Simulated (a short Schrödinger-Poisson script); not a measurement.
# Symmetric double-gate stack, SiO2 on p-type Si(100)

System: symmetric double-gate stack, SiO2 on p-type Si(100), at 200 K.

```tsv
layer	material	thickness (nm)	Na (cm⁻³)
1	SiO2	3.5	-
2	Si	4	7e15
3	SiO2	3.5	-
```

Constants are typed, rounded textbook-type inputs, not results; the design itself was drawn at random and stands for no fabricated device. SiO2: permittivity 3.9, conduction-band edge (eV) 3.15, gap (eV) 9, electron mass (mₑ) 0.5. Si: permittivity 11.7, conduction-band edge (eV) 0, gap (eV) 1.124, Nv at 300 K (cm⁻³) 3.1e19.

Channel valleys (confinement mass, in-plane density-of-states mass, number): Δ2 0.916, 0.19, 2; Δ4 0.19, 0.417, 4. At the gates, both at one voltage, the conduction-band edge of layer 1 lies 3.74 eV − eVg above the Fermi level of the channel. Gaps are held at their typed values at every temperature. Mesh 0.03 nm at interfaces.

From a short Schrödinger-Poisson script (our own, NumPy): 1D Poisson equation in equilibrium, electrons quantum, Hartree (BenDaniel-Duke, 12 states a valley, the channel's in-plane mass for all, wave functions free to enter the dielectric), parabolic valleys, classical holes, full ionisation, no traps, pinning or gate leakage.

| Vg (V) | electrons (cm⁻²) | C (μF/cm²) | Δ2 E0 (meV) | Δ2 E1 (meV) | Δ4 E0 (meV) | Δ4 E1 (meV) |
|---|---|---|---|---|---|---|
| 0.45 | 2.31e8 | < 0.003 | 163.9 | 234.6 | 225.9 | 485.8 |
| 0.75 | 1.60e12 | 1.56 | 7.7 | 75.3 | 69.0 | 325.1 |
| 1.05 | 4.68e12 | 1.69 | -16.9 | 45.2 | 43.2 | 292.3 |
| 1.35 | 7.90e12 | 1.74 | -30.5 | 26.3 | 28.6 | 270.9 |
| 1.65 | 1.12e13 | 1.77 | -39.8 | 12.2 | 18.6 | 254.7 |
| 1.95 | 1.45e13 | 1.78 | -46.9 | 0.8 | 11.1 | 241.3 |
| 2.25 | 1.79e13 | 1.80 | -52.7 | -9.0 | 5.1 | 229.7 |
| 2.55 | 2.12e13 | 1.80 | -57.8 | -17.7 | 0.0 | 219.3 |
| 2.85 | 2.46e13 | 1.81 | -62.5 | -25.8 | -4.4 | 209.7 |

Gate voltages with under 1e6 electrons/cm² are left out.

Subbands count from the Fermi level. The capacitance is that of both gates.
